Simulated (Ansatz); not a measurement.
System: cubic perovskite KZnF3. Method: RPBE (Ansatz, an electronic-structure program, PAW).

Numerical settings: plane-wave cutoff 520 eV, 8×8×8 k mesh, Fermi–Dirac smearing 0.01 eV, scalar-relativistic PAW data made under PBE.

Equation-of-state points:

| V (Å³/atom) | E − E_lowest (meV/atom) |
|---|---|
| 14.027 | 11.05 |
| 14.326 | 4.72 |
| 14.624 | 1.14 |
| 14.923 | 0.00 |
| 15.221 | 1.06 |
| 15.520 | 4.06 |
| 15.818 | 8.83 |

Q: What bulk modulus B0 and pressure derivative B′ does a third-order Birch–Murnaghan fit give?

A: V0 = 14.923 Å³/atom, B0 = 58.7 GPa, B′ = 4.6 (fit to the energies at full precision).

Measured, for comparison: bulk modulus 80 GPa (temperature not stated, no zero-point or thermal correction, (C11+2C12)/3; as tabulated in Vaitheeswaran et al. (2016), arXiv:1609.00541); equilibrium volume per atom 13.34 Å³/atom (room temperature, no zero-point or thermal correction; as tabulated in Dubrovin et al. (2021), arXiv:2110.13026). Computed (rounded) less measured: bulk modulus -27 %, equilibrium volume per atom +11.8 %.

Note: the cell is over a tenth larger than the published one: the level's own overestimate first of all, though another phase or state, or a fault of the published cell, is possible.

Static lattice: no zero-point or thermal effects.

Cost on a shared machine: about 80 core-seconds (a rough figure).
